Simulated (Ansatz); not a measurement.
## What isotropic strain +3.02 % does to TaS2

Consider TaS2 in the CdI2 type structure (space group P-3m1, No. 164; a = 3.332 Å, c = 5.785 Å; layered, stacked along the Cartesian z axis; relaxed with 0.1 eV smearing).

Now apply this change: the cell is scaled by 1.0302 in all directions; the atoms relax in the strained cell.

The values are results of PBE-D3(BJ)/PAW in Ansatz (a program for electronic structure), without spin-orbit coupling, earlier PAW set, not measurements. Γ-centred 20×20×10 mesh, Fermi–Dirac width 0.1 eV.

```csv
quantity,base,changed,shift
volume per atom,18.54 Å³,20.27 Å³,+1.73 Å³
energy relative to the base (free energy F),0 meV/atom,+25 meV/atom,+25 meV/atom
"pressure (mean of the normal stresses, compression positive)",0.0 GPa,-4.3 GPa,-4.3 GPa
band gap,zero,zero,–
largest internal atomic displacement,–,0.085 Å,–
```

Cost of the whole job for the changed cell (relaxation, final SCF and bands): roughly 2.6 core-minutes.

Whether these cells are dynamically stable was not tested. The final runs are not spin-polarised. An odd electron count without spin: TaS2.
